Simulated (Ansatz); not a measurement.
Input:

```yaml
crystal:
  lattice:
    - [3.92195, 0.00000, 0.00000]
    - [0.00000, 3.92195, 0.00000]
    - [0.00000, 0.00000, 4.79349]
  atoms:
    - { symbol: Pb, position: [0.50000, 0.00000, 0.75003] }
    - { symbol: Pb, position: [0.00000, 0.50000, 0.24997] }
    - { symbol: O, position: [0.50000, 0.50000, 0.00000] }
    - { symbol: O, position: [0.00000, 0.00000, 0.00000] }
```

No spin polarisation.

Computed with DFT with PBEsol-D3(BJ), PAW potentials and a 420 eV plane-wave cutoff in Ansatz (a program for electronic structure), no SOC. k-mesh 8×8×7 (Γ-centred); smearing 0.05 eV (Fermi–Dirac).

What pressure (mean of the normal stresses, compression positive) does the calculation give?

1.02 GPa.

What band gap does the calculation give?

0.79 eV.

Spin-orbit coupling, missing from the scalar runs, can matter with Pb. The cells carry an imposed strain or load. Stability against distortions was not tested. The cell was made from PbO (space group P4/nmm, No. 129) by this change: biaxial strain −1.20 %, plane normal [001], relaxed out of plane.
